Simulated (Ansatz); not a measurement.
**FeS₂ (model structure, started from the 3R-MoS2 type, R3m, No. 160, 3 atoms in the cell)**

Method: PBEsol in Ansatz (PAW).

Settings: plane-wave cutoff 500 eV, 16×16×16 k mesh, Fermi–Dirac smearing 0.05 eV, spin-polarised with parallel moments, scalar-relativistic PAW data made under PBE.

Cell (relaxed at this level):

Space group R3m, hexagonal axes (No. 160); a = 3.1286 Å, b = 3.1286 Å, c = 16.1395 Å, α = 90.00°, β = 90.00°, γ = 120.00°

| atom | site | symmetry | x | y | z |
|---|---|---|---|---|---|
| Fe | 3a | 3m | 0.0000 | 0.0000 | 0.9998 |
| S | 3a | 3m | 0.0000 | 0.0000 | 0.2512 |
| S | 3a | 3m | 0.0000 | 0.0000 | 0.4157 |
(The calculation used a cell of 3 atoms; values per cell refer to that cell.)

For FeS₂ (model structure, started from the 3R-MoS2 type, R3m, No. 160, 3 atoms in the cell), the band gap is none.

Note: the magnetic order was assumed, not searched for or taken from measurement; a magnet's gap depends somewhat on the PAW data; the moments ended far under their starting size, a low-moment state that need not be the lowest; the relaxation could raise the start's symmetry but not lower it, so the cell can be a saddle point; the cell has widely spaced layers and the level no dispersion term, so their spacing and the moduli can rest on weak binding.

Computed values are for the static lattice.

A model structure was made by putting elements into a prototype or built by hand; it is no filed structure, need not be a known phase, and can be a saddle point held by its symmetry.

Ansatz is a first-principles code.
